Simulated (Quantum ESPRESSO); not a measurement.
Quantum ESPRESSO is run on ZnS (P6_3mc, 20 atoms in the cell), and the run fails. The aim is a self-consistent single point with DFT, PBE, plane waves, PSlibrary PAW (PBE) pseudopotentials.

Cell that was meant: a = 3.8644 Å, b = 3.8644 Å, c = 31.6095 Å, α = 90.00°, β = 90.00°, γ = 120.00°.

Part of the input:

```fortran
S     0.000000000    2.231129850   15.017690554
S     1.932215130    1.115564925   30.822458554
K_POINTS {automatic}
4 4 1
```

The program printed (abridged):

```
     This program is part of the open-source Quantum ESPRESSO suite
     for quantum simulation of materials; please cite

 %%%%%%%%%%%%%%%%%%%%%%%%%%%%%%%%%%%%%%%%%%%%%%%%%%%%%%%%%%%%%%%%%%%%%%%%%%%%%%
     Error in routine card_kpoints (1):
      end of file while reading automatic k points
 %%%%%%%%%%%%%%%%%%%%%%%%%%%%%%%%%%%%%%%%%%%%%%%%%%%%%%%%%%%%%%%%%%%%%%%%%%%%%%

     stopping ...
```

### Question
Read the log: what does the program object to, and what is the fix?

### Answer
The fault is an automatic mesh without its three shifts. The card takes six integers. To fix it, add the shifts. The program stopped before any SCF iteration.

The sound input it was made from differs as follows (other fixes are possible):
```diff
-4 4 1
+4 4 1  1 1 1
```

With that input, the run converged in 14 iterations: free energy E − TS -42195.7323 eV; top of the valence band (on the code's own zero) 5.22 eV; gap on the k-point mesh 3.01 eV; pressure -1.79 GPa; largest force (vector length) 0.020 eV/Å (DFT, PBE, plane waves, PSlibrary PAW (PBE) pseudopotentials).

On the sound input: the starting cell comes from a database of computed structures (which also holds hypothetical and non-ambient phases and stackings), without a prior relaxation at this level. Its lattice was rescaled by a random factor within 2.5 % of one. The shifted mesh does not hold Γ, so a gap read on it misses any band edge there.
